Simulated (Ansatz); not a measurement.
# What isotropic strain −3.39 % does to Al

The parent structure is Al (space group P6_3/mmc, No. 194; a = 2.836 Å, c = 9.329 Å; a cell from a computed database, its experimental status unchecked; relaxed with 0.1 eV smearing).

Perturbation: every lattice vector is shortened by 3.39 %, atoms relaxed at fixed cell.

Computed with plane-wave PAW DFT at the PBEsol level (Ansatz, a program for electronic structure, 420 eV), no SOC. Settings: 23×23×6 k-points, 0.1 eV Fermi–Dirac smearing.

| quantity | base | changed | shift |
|---|---|---|---|
| volume per atom | 16.25 Å³ | 14.65 Å³ | -1.60 Å³ |
| space group | P6_3/mmc (No. 194) | P6_3/mmc (No. 194) | – |
| shortest interatomic distance | 2.836 Å | 2.740 Å | -0.096 Å |
| energy relative to the base (free energy F) | 0 meV/atom | +48 meV/atom | +48 meV/atom |
| pressure (mean of the normal stresses, compression positive) | 0.0 GPa | 10.6 GPa | +10.6 GPa |
| band gap | zero | zero | – |

Final structure:

```
Al
1.0
    2.73995     0.00000     0.00000
   -1.36997     2.37286     0.00000
    0.00000     0.00000     9.01284
Al
4
Cartesian
  0.00000   0.00000   0.00000
  0.00000   0.00000   4.50642
  0.00000   1.58191   2.25321
  1.36997   0.79095   6.75963
```

Stability against distortions was not tested. This is not the structure that Al has at room temperature and ambient pressure.
